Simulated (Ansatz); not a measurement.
Worked example: self-consistent single point of HfPt3 (P4mm, 4 atoms in the cell) in Ansatz (a program for electronic structure)

Level of theory: LDA (PW92), default PAW files made with PBE (plane waves; Ansatz).

The input file:

Ansatz 0.2 input:
```yaml
# HfPt3
crystal:
  lattice:
    - [4.022462, 0.000000, 0.000000]
    - [0.000000, 4.022462, 0.000000]
    - [0.000000, 0.000000, 4.022462]
  atoms:
    - { symbol: Hf, position: [0.000000, 0.000000, 0.012430] }
    - { symbol: Pt, position: [0.500000, 0.500000, 0.000000] }
    - { symbol: Pt, position: [0.000000, 0.500000, 0.500000] }
    - { symbol: Pt, position: [0.500000, 0.000000, 0.500000] }
basis:
  ecutwfc: 420.0
kpoints:
  mp_grid: { grid: [8, 8, 8] }
hamiltonian:
  xc: lda
  pseudopotentials: { kind: paw }
scf:
  occupations: { method: gaussian, width: 0.1 }
output:
  forces: true
  eigenvalues: true
  stress: true
```

Log, with long lists cut:

```
WARN ansatz: RAYON_NUM_THREADS=1 ignored (pool sized by the plan → 1); use --threads N
Pseudopotentials: kind: paw
Pseudopotential: Hf, paw, valence charge 26
Pseudopotential: Pt, paw, valence charge 18
Crystal: 4 atoms, lattice volume = 65.084 Å³
Basis set: ecut = 420 eV, 1309 PW (Γ)
Bands: 48, of which v1, the nominal top of the filled ones, is band 40 counted from 1 (39 counted from 0)
Symmetry: 8 space group operations
Space group: P4mm (ITA 99), of the structure as read, at distance tolerance 4.0e-5 Å
k-points: 75 of 512 (time reversal used)
PAW frozen core: Hf, regenerated for the run's functional, and the local potential with it
PAW frozen core: Pt, regenerated for the run's functional, and the local potential with it
Initial density: superposition of atomic densities (neutral atoms: chi_scale 0, normalization atom), corrected by the library's trained network
Initial wavefunctions: pseudopotential atomic-orbital guess
Eigensolver: davidson
Functional: x = slater, c = lda
SCF iter   1: F=—  HF=-52216.139152 eV  |F-HF|=—  |Δ(HF+E_count)|=         —  Δρ=6.48e-3  dr2=8.69e-3  ethr=1.77e-3  ⟨swp⟩=5.5  Hψ=11486  notcnv=0
all-band conjugate gradients solve this SCF's bands
preconditioner: auto → Resta (q_TF=auto, 2.824 Å⁻¹)
SCF iter   2: F=—  HF=-52216.140496 eV  |F-HF|=—  |Δ(HF+E_count)|=   1.34e-3  Δρ=3.49e-3  dr2=2.72e-3  ethr=1.09e-5  ⟨swp⟩=2.0  Hψ=5117  notcnv=0
SCF iter   3: F=—  HF=-52216.140013 eV  |F-HF|=—  |Δ(HF+E_count)|=   4.83e-4  Δρ=2.26e-4  dr2=4.93e-5  ethr=3.41e-6  ⟨swp⟩=2.5  Hψ=5700  notcnv=0
SCF iter   4: F=—  HF=-52216.139995 eV  |F-HF|=—  |Δ(HF+E_count)|=   1.77e-5  Δρ=1.56e-4  dr2=9.94e-6  ethr=6.16e-8  ⟨swp⟩=2.0  Hψ=6067  notcnv=0
SCF iter   5: F=—  HF=-52216.139989 eV  |F-HF|=—  |Δ(HF+E_count)|=   6.52e-6  Δρ=5.75e-5  dr2=2.71e-6  ethr=1.24e-8  ⟨swp⟩=2.0  Hψ=4989  notcnv=0
SCF iter   6: F=—  HF=-52216.139988 eV  |F-HF|=—  |Δ(HF+E_count)|=   7.70e-7  Δρ=1.48e-5  dr2=2.09e-7  ethr=3.38e-9  ⟨swp⟩=2.0  Hψ=4479  notcnv=0
SCF iter   7: F=-52216.139988 eV  HF=-52216.139988 eV  |F-HF|=1.84e-9  |Δ(HF+E_count)|=   5.32e-8  Δρ=1.91e-6  dr2=1.93e-9  ethr=1.25e-10  ⟨swp⟩=7.1  Hψ=13026  notcnv=0
SCF 1 converged in 7 iterations: F = -52216.139988 eV  dr2 = 1.93e-9
SCF converged after 7 iterations
Free energy (F): -52216.139988 eV
Harris-Foulkes:  -52216.139988 eV  (|F-HF|=1.84e-9)
Internal energy: -52216.138051 eV  (E = F + TS)
E sigma→0 (E₀):  -52216.139019 eV
Entropy (-TS):   -0.001937 eV (-0.484 meV/atom)
Fermi energy:    23.613392 eV
--- Per-component energies (eV) ---
  E_band       = -319.100441
  E_kinetic    = 2338.530285
  E_local      = -9249.838867  (includes V_loc(G=0)·N_el)
  E_nonlocal   = -614.184375
  E_hartree    = 3926.603508
  E_xc         = -1080.630273
  E_vxc        = -1177.246168  (∫ρ·V_xc dr)
  E_paw        = -34218.029517  (= ΣΔE_a)
  E_vpaw       = 530.433428  (= ΣTr[D̂ρ^β])
  E_aug_tail   = 0.000612  (compensation charges beyond the density's cutoff)
  E_ewald      = -13322.438274
  E_core_change = 3.848851  (= ΣΔE_core)
  E_smearing   = -0.001937  (= −TS)
  E_closure    = -0.000000  (closes the sum)
  Σ components = -52216.139988   (vs F -52216.139988, Δ=0.00e0)
--- Forces (eV/Å), atoms counted from 1 ---
  atom   1  Hf    -0.00000000     0.00000000    -0.28787837
  atom   2  Pt     0.00000000     0.00000000     0.02189646
  atom   3  Pt     0.00000000     0.00000000     0.13298991
  atom   4  Pt     0.00000000     0.00000000     0.13298991
  max |Σ_I F_I| component: 2.08e-6 eV/Å
--- Stress (GPa, compression-positive) ---
      -11.654747       0.000000       0.000000
        0.000000     -11.654747       0.000000
        0.000000       0.000000     -11.582288
  P = ⅓ Tr σ = -11.6306 GPa (-116.306 kbar)
  The stress holds the Pulay correction. Without it, at fixed plane waves, as pw.x and ABINIT print it: P = -11.6766 GPa
--- Band table (eV; the first three rows and the last of 75) ---
  k-point 0: bands = ["-75.7226", "-75.7012", "-75.6983", "-39.5041", "-29.9541", "-29.9541", "-29.9537", "-29.8411", "-29.8400", "-29.8400", "-29.6878", "-29.6878", "-29.6856", "-8.1553", "-8.1545", "-8.1545", "10.4956", "10.4956", "10.4956", [...]
  k-point 1: bands = ["-75.7219", "-75.7012", "-75.6990", "-39.5041", "-29.9491", "-29.9491", "-29.9456", "-29.8415", "-29.8412", "-29.8412", "-29.6941", "-29.6916", "-29.6916", "-8.1643", "-8.1558", "-8.1558", "10.4941", "10.4951", "10.4951", [...]
  k-point 2: bands = ["-75.7200", "-75.7012", "-75.7009", "-39.5042", "-29.9357", "-29.9357", "-29.9231", "-29.8452", "-29.8452", "-29.8423", "-29.7176", "-29.7011", "-29.7011", "-8.1860", "-8.1591", "-8.1591", "10.4905", "10.4918", "10.4941", [...]
  k-point 74: bands = ["-75.7087", "-75.7087", "-75.7046", "-39.5024", "-29.9691", "-29.9673", "-29.9639", "-29.9639", "-29.7585", "-29.7550", "-29.7550", "-29.6656", "-29.6631", "-8.1817", "-8.1811", "-8.1811", "10.4943", "10.4945", "10.4945", [...]
```

The run converged in 7 iterations.

The starting cell comes from a database of computed structures (which also holds hypothetical and non-ambient phases and stackings), without a prior relaxation at this level. Its lattice was rescaled by up to half a per cent. One atom was moved a little off its site on purpose. Spin-orbit coupling is off. Spin polarisation is off. With a pressure of about -12 GPa the cell is away from its equilibrium volume at this level. Ansatz's pressure includes its estimate of the finite-basis (Pulay) stress.
